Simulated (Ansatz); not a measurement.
Here is the system:

End structure of the (110) surface of bcc W, p(2x2), one W site of the top plane empty (bottom of the slab: a bare face, its two planes held):

```xyz
23
Lattice="5.5154 0.0000 0.0000 -1.8385 5.1999 0.0000 0.0000 0.0000 27.5000" Properties=species:S:1:pos:R:3 pbc="T T T"
W      0.9192     1.3000     8.1209
W      0.0000     3.8999     8.1209
W      3.6769     1.3000     8.1209
W      2.7577     3.8999     8.1209
W      1.8385     2.6000    10.3726
W      2.7577     0.0000    10.3726
W     -0.9192     2.6000    10.3726
W      0.0000     0.0000    10.3726
W      2.7558     3.8973    12.6271
W      3.6846     1.2945    12.6256
W     -0.0077     3.9054    12.6256
W      0.9211     1.3026    12.6271
W      0.0000     0.0000    14.9026
W     -0.9192     2.6000    14.8571
W      2.7577     0.0000    14.8571
W      1.8385     2.6000    14.8632
W      0.9148     1.2937    17.1568
W      0.0419     3.8703    17.1218
W      3.6350     1.3296    17.1218
W      2.7621     3.9062    17.1568
W      2.7577     0.0000    19.1597
W     -0.9192     2.6000    19.1597
W      0.0000     0.0000    19.2263
```

Set-up: 23 atoms, 11.3 Å thick at the start with caps and adatoms (thin: gaps and levels are the slab's own); mesh 7x7x1; 0.1 eV smearing; dipole correction on; 8 atoms held, the rest relaxed; symmetry of the start imposed; no spin, no spin-orbit, no U. In PBE it lies 0.20 eV a 1x1 cell over the lowest computed structure of the same composition (one row in 4 of the top plane missing).

Question: Predict the work function of the top face from PBE (Ansatz, a first-principles code).

Answer: 4.37 eV
